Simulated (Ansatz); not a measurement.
Functionals compared on CH3 on the (100) surface of germanium (p(2x2) alternately buckled dimers; a constructed slab, bottom: dihydride, held), one in a cell of 66 Å², started at the site 'top Ge #2', in Ansatz (plane waves, PAW). The structure was relaxed with PBE; the other rows are single points on it, each with its references at the same level. Cutoff 420 eV (500 eV for r2SCAN).

Set-up: 44 atoms, 11.3 Å thick at the start with caps and adatoms under the adsorbate (thin: gaps and levels are the slab's own); mesh 3x3x1; 0.01 eV smearing; dipole correction on; 24 atoms held, the rest relaxed; start symmetry kept, larger cells not searched; spin-polarised, ending with about 0.3 μB a cell, a value that depends on the mesh; orders that need a larger cell were not tried, no spin-orbit, no U, no dispersion correction. The slab shows no gap over 0.04 eV on its mesh. At the end it is bonded to Ge. In PBE it is, or lies within 0.03 eV of, the lowest of the starts that converged. These notes are the PBE run's. r2SCAN: The program's check for a lower electronic state was not made. Adsorption energies are against CH4(g) − ½ H2(g). A negative adsorption energy means that the adsorbate is more stable on the surface than in its reference.

```csv
functional,adsorption energy (eV),work function of the top face (eV),rough cost of the single point
PBE,0.27,4.68,–
RPBE,(withheld),(withheld),roughly 12 core-minutes
r2SCAN,0.17,4.82,roughly 27 core-minutes
```

Task: Some entries are withheld; supply them.

Result: 
- RPBE, adsorption energy (eV): 0.36
- RPBE, work function of the top face (eV): 4.61

Ansatz is a program for electronic structure.
